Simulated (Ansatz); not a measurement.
Consider Be in the hcp (Mg type) structure (space group P6_3/mmc, No. 194).

```
CELL_PARAMETERS angstrom
      2.26371     0.00000     0.00000
     -1.13186     1.96043     0.00000
      0.00000     0.00000     3.56389
ATOMIC_POSITIONS crystal
  Be 0.33333 0.66667 0.75000
  Be 0.66667 0.33333 0.25000
```

The values are results of r2SCAN in Ansatz (plane waves to 500 eV, PAW, scalar-relativistic without spin-orbit coupling), not measurements.

Before the change:

| Item | Value |
|---|---|
| Lattice parameter a | 2.264 Å |
| c/a ratio | 1.574 |

One thing is altered: hydrostatic tension (pressure −2 GPa).

How does this affect the lattice parameter a?

The lattice parameter a goes up by 0.013 Å to 2.277 Å.

What does the calculation give for the c/a ratio after the change?

The c/a ratio is nearly the same (1.574 against 1.573).

Load acts through the strain it causes; cell and atoms are relaxed under it. Stability against distortions was not tested.

Ansatz is a quantum-chemistry and plane-wave program.
